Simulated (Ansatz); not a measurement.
Start from Ti2O3 (space group P2_1/m, No. 11; a = 4.9920 Å, b = 2.9282 Å, c = 7.5615 Å, α = γ = 90.00°, β = 104.27°; a cell from a computed database, its experimental status unchecked).

All numbers come from plane-wave PAW DFT at the PBEsol level (Ansatz, a program for electronic structure, 420 eV), no spin-orbit coupling.

Before the change:

```
Item       Result
--------  -------
Pressure  0.0 GPa
```

It is then changed as follows: an isotropic linear strain of −1.84 %; the atoms relax in the strained cell.

Predict the new pressure, energy relative to the base and largest internal atomic displacement.

The pressure (mean of the normal stresses, compression positive) goes from zero to 9.5 GPa; the energy increases by 16 meV/atom; the largest internal atomic displacement amounts to 0.079 Å.

Whether these cells are dynamically stable was not tested. No Hubbard U is applied, and correlation can decide whether such a compound is a metal. The final runs are not spin-polarised.
